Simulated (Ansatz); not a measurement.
**SnS2 under a change: isotropic strain −2.15 %**

Consider SnS2 in the CdI2 type structure (space group P-3m1, No. 164; a = 3.669 Å, c = 5.806 Å; layered, stacked along the Cartesian z axis).

Modification: the cell is scaled by 0.9785 in all directions; the atoms relax in the strained cell.

All numbers come from PBE-D3(BJ), PAW, 420 eV (Ansatz, a program for electronic structure; no SOC). k-mesh 10×10×6 (Γ-centred); smearing 0.05 eV (Fermi–Dirac).

```json
[
 {"quantity": "volume per atom", "base": "22.57 Å³", "changed": "21.14 Å³", "shift": "-1.425 Å³"},
 {"quantity": "space group", "base": "P-3m1 (No. 164)", "changed": "P-3m1 (No. 164)", "shift": "–"},
 {"quantity": "energy relative to the base (free energy F)", "base": "0 meV/atom", "changed": "+14 meV/atom", "shift": "+14 meV/atom"},
 {"quantity": "band gap", "base": "1.27 eV", "changed": "1.22 eV", "shift": "-0.05 eV"},
 {"quantity": "smallest direct gap", "base": "1.70 eV", "changed": "1.97 eV", "shift": "+0.27 eV"},
 {"quantity": "width of the top valence band", "base": "1.58 eV", "changed": "1.94 eV", "shift": "+0.366 eV"},
 {"quantity": "largest internal atomic displacement", "base": "–", "changed": "0.051 Å", "shift": "–"}
]
```

Final structure:

```xyz
3
Lattice="3.5905 0.0000 0.0000 -1.7953 3.1095 0.0000 0.0000 0.0000 5.6814" Properties=species:S:1:pos:R:3 pbc="T T T"
Sn     0.0000     0.0000     0.0000
S      0.0000     2.0730     1.4980
S      1.7953     1.0365     4.1834
```

Semilocal Kohn–Sham gaps tend to fall short of experiment. Whether these cells are dynamically stable was not tested.
